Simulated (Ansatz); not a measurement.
Functionals compared on a constructed model of the (110) surface of bcc Nb, a pseudomorphic layer of Au in the host's stacking (bottom of the slab: a bare face, its two planes held), in Ansatz (plane waves, PAW). The structure was relaxed with PBE; the other rows are single points on it. Cutoff 420 eV (500 eV for r2SCAN).

Set-up: 7 atoms, 14.4 Å thick at the start; mesh 14x14x1; 0.1 eV smearing; dipole correction on; 2 atoms held, the rest relaxed; symmetry of the start imposed; no spin, no spin-orbit, no U. It is one candidate, not shown to be the stable structure of the face. These notes are the PBE run's.

```
functional  work function of the top face (eV)           rough cost of the single point
----------  ----------------------------------  ---------------------------------------
PBE                                       4.44                                        –
RPBE                                      4.26                  roughly 50 core-seconds
r2SCAN                                    4.34  about 110 core-seconds (a rough figure)
```

Ansatz is an electronic-structure program.
